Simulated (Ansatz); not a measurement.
The starting structures come from a database of crystals and need not be the phases stable at ambient conditions.

 Where the default PAW files enter, the runs use the earlier of Ansatz's two default sets.

```xyz
2
Lattice="3.6832 0.0000 0.0000 0.0000 3.6832 0.0000 1.8416 -1.8416 2.6044" Properties=species:S:1:pos:R:3 pbc="T T T"
Mg     0.0000     0.0000     0.0000
S      3.6832     0.0000     2.6044
```

Space group of this cell: Fm-3m, rock salt. The cell is taken as given.

Level of theory: r2SCAN (plane waves, PAW; Ansatz, an electronic-structure program).

The current runs along the normal of the first two printed vectors; no spin-orbit coupling. Scaled by the factor s: the length along the current (ions clamped). Meshes 12×12×12 and 8×8 across the current in all rows.

```csv
s,mean pressure (GPa),slowest mid-gap decay constant κ (1/Å)
0.97,2.6,0.287
1.00,-0.2,0.269
1.03,-2.2,?
```

Take the slope of the slowest mid-gap decay constant κ against ln s from the two given rows, extrapolate to s = 1.03, and say what the run there gives.

Slope = (0.287 − 0.269) / ln 0.97 = -0.591 1/Å. The line gives 0.269 + (-0.591) × ln 1.03 = 0.252 1/Å. The run gives 0.253 1/Å, 0.001 1/Å over the line, 8 % of the predicted step.
